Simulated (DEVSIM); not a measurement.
Device: abrupt Ge p-n junction, at 300 K.

| layer (left to right) | material | thickness (μm) | Nd (cm⁻³) | Na (cm⁻³) | τn (s) | τp (s) |
|---|---|---|---|---|---|---|
| 1 | Ge | 15.0 | - | 3.9e16 | 0.00024 | 0.00024 |
| 2 | Ge | 2.50 | 1.1e15 | - | 0.00024 | 0.00024 |

Left contact: ohmic. Right contact: ohmic. Voltage is applied to the left contact. Recombination: SRH at mid-gap, radiative. Mobility is μmin + (μ − μmin)/(1 + (N/Nref)^α).

Constants are typed, rounded textbook-type inputs, not results; the design itself was drawn at random and stands for no fabricated device. Values at 300 K.

| parameter | Ge |
|---|---|
| gap (eV) | 0.664 |
| affinity (eV) | 4 |
| permittivity | 16 |
| Nc (cm⁻³) | 1.04e19 |
| Nv (cm⁻³) | 6e18 |
| μn (cm²/Vs) | 3900 |
| μp (cm²/Vs) | 1900 |
| μn,min | 150 |
| μp,min | 100 |
| Nref,n | 2.6e17 |
| Nref,p | 4e17 |
| αn | 0.56 |
| αp | 0.6 |
| B (cm³/s) | 6.4e-14 |

DEVSIM, 1D drift-diffusion, Boltzmann statistics, complete ionisation; no tunnelling, impact ionisation, image-force lowering or self-heating.

The thickness of layer 1 was swept, all else fixed.

```csv
thickness of layer 1 (μm),dark forward voltage at 100 A/cm² (V)
3,0.252
5.2,0.255
9,0.260
15,0.267
26,0.279
45,0.297
75,0.329
```

From the first row to the last the dark forward voltage at 100 A/cm² goes from 0.252 to 0.329.
